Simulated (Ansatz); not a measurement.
**Zr₃Si₂ (space group P4/mbm, No. 127; a cell from a computed database, its experimental status unchecked)**

```cif
data_Si4Zr6
_chemical_formula_sum 'Zr6 Si4'
_space_group_name_H-M_alt 'P4/mbm'
_space_group_IT_number 127
_space_group_name_Hall '-P 4 2ab'
_cell_length_a 7.10648
_cell_length_b 7.10648
_cell_length_c 3.70915
_cell_angle_alpha 90.000
_cell_angle_beta 90.000
_cell_angle_gamma 90.000
loop_
_atom_site_label
_atom_site_type_symbol
_atom_site_symmetry_multiplicity
_atom_site_Wyckoff_symbol
_atom_site_fract_x
_atom_site_fract_y
_atom_site_fract_z
_atom_site_occupancy
Zr1 Zr 4 h 0.32609 0.17391 0.50000 1
Zr2 Zr 2 a 0.00000 0.00000 0.00000 1
Si1 Si 4 g 0.12195 0.37805 0.00000 1
```

The values are results of Kohn–Sham DFT with the r2SCAN functional, run in Ansatz (an electronic-structure program) with PAW and 500 eV plane waves, spin-orbit coupling left out, earlier PAW set, not measurements. Γ-centred 7×7×13 mesh, Fermi–Dirac width 0.05 eV.

The volume per atom is 18.73 Å³, the density comes out as 5.85 g/cm³ and the band gap is zero. The total energy is -2773.592 eV/atom (σ→0; compares only within this code and set-up).

Whether these cells are dynamically stable was not tested. All final runs are without spin polarisation.
